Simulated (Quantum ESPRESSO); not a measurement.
A user runs Quantum ESPRESSO on Mg₆MnFe (Amm2, 8 atoms in the cell) and asks whether the run is sound. The aim is a self-consistent single point with DFT, PBEsol, plane waves, GBRV 1.5 ultrasoft (PBESOL) pseudopotentials.

Cell that was meant: a = 4.8098 Å, b = 6.1197 Å, c = 6.1197 Å, α = 59.34°, β = 90.00°, γ = 90.00°.

Part of the input:

```fortran
 occupations = 'smearing'
 smearing = 'marzari-vanderbilt'
 degauss = 0.0036749
 tot_charge = -1
 nspin = 2
 starting_magnetization(2) = 0.267
 starting_magnetization(3) = 0.250
```

Log, with long lists cut:

```
     Message from routine setup:
     using ibrav=0 with symmetry is DISCOURAGED, use correct ibrav instead
     G-vector sticks info
   [... lines left out ...]
        k(    1) = (   0.0000000   0.0000000   0.0000000), wk =   0.0125000
        k(    2) = (   0.0000000  -0.1984817   0.1130659), wk =   0.0500000
        k(    3) = (   0.0000000   0.3969633  -0.2261317), wk =   0.0250000
   [... 18 lines left out ...]

     Dense  grid:   141295 G-vectors     FFT dimensions: (  60,  75,  75)

     Smooth grid:    49889 G-vectors     FFT dimensions: (  45,  54,  54)

     Initial potential from superposition of free atoms

     starting charge      87.6986, renormalised to      92.0000
     Self-consistent Calculation

     iteration #  1     ecut=    50.00 Ry     beta= 0.30

     total energy              =   -1205.65185325 Ry
     estimated scf accuracy    <      17.71823529 Ry

     total magnetization       =     1.83 Bohr mag/cell
     absolute magnetization    =     2.52 Bohr mag/cell

     iteration #  2     ecut=    50.00 Ry     beta= 0.30

     total energy              =   -1209.08971516 Ry
     estimated scf accuracy    <      63.85632282 Ry

     total magnetization       =     0.63 Bohr mag/cell
     absolute magnetization    =     0.66 Bohr mag/cell

   [... lines left out ...]

     iteration # 26     ecut=    50.00 Ry     beta= 0.30

     Magnetic moment per site  (integrated on atomic sphere of radius R)
     atom   1 (R=0.245)  charge=  8.8679  magn= -0.0453
     atom   2 (R=0.245)  charge=  8.8679  magn= -0.0453
     atom   3 (R=0.245)  charge=  8.8823  magn= -0.0045
     atom   4 (R=0.245)  charge=  8.8667  magn= -0.0370
     atom   5 (R=0.245)  charge=  8.8667  magn= -0.0370
     atom   6 (R=0.245)  charge=  8.8709  magn= -0.0034
     atom   7 (R=0.243)  charge= 13.7465  magn=  3.5027
     atom   8 (R=0.243)  charge= 14.9001  magn=  2.6079
     End of self-consistent calculation

     the Fermi energy is     7.5257 ev

!    total energy              =   -1211.27426918 Ry
     estimated scf accuracy    <          1.0E-10 Ry
     smearing contrib. (-TS)   =      -0.00009031 Ry
     internal energy E=F+TS    =   -1211.27417887 Ry

     total magnetization       =     5.91 Bohr mag/cell
     absolute magnetization    =     6.92 Bohr mag/cell

     convergence has been achieved in  26 iterations

     Forces acting on atoms (cartesian axes, Ry/au):

     atom    1 type  1   force =     0.00000000    0.00283349    0.00003811
     atom    2 type  1   force =     0.00000000   -0.00283349    0.00003811
     atom    3 type  1   force =     0.00000000    0.00000000    0.00117191
   [... lines left out ...]

     Total force =     0.009809     Total SCF correction =     0.000015

          total   stress  (Ry/bohr**3)                   (kbar)     P=       83.21
   0.00053884   0.00000000   0.00000000           79.27        0.00        0.00
   0.00000000   0.00058020  -0.00000000            0.00       85.35       -0.00
   0.00000000   0.00000000   0.00057791            0.00        0.00       85.01

   JOB DONE.
```

Task: Is this run sound? If not, what is wrong?

Result: The run is not sound. The fault is an unintended net charge. A charged periodic cell changes the electron count and is neutralised by a uniform background, so energy, forces and pressure belong to another system. To fix it, remove the charge. The run converged in 26 iterations without an error; against the sound input the pressure goes from -1.56 to 8.32 GPa, the largest force goes from 0.123 to 0.168 eV/Å and the size of the net moment goes from 0.78 to 0.74 μB/atom.

An input that runs soundly differs in these lines (not the only fix; some lines may just follow from the change or write a value another way):
```diff
- tot_charge = -1
```

With that input, the run converged in 25 iterations: free energy E − TS -16487.6436 eV; Fermi level (on the code's own zero) 7.33 eV; pressure -1.56 GPa; largest force (vector length) 0.123 eV/Å; size of the cell's spin moment 6.20 μB (DFT, PBEsol, plane waves, GBRV 1.5 ultrasoft (PBESOL) pseudopotentials).

On the sound input: the starting cell comes from a database of computed structures (which also holds hypothetical and non-ambient phases and stackings), without a prior relaxation at this level. The magnetic order is the one reached from the typed start; others were not searched systematically.
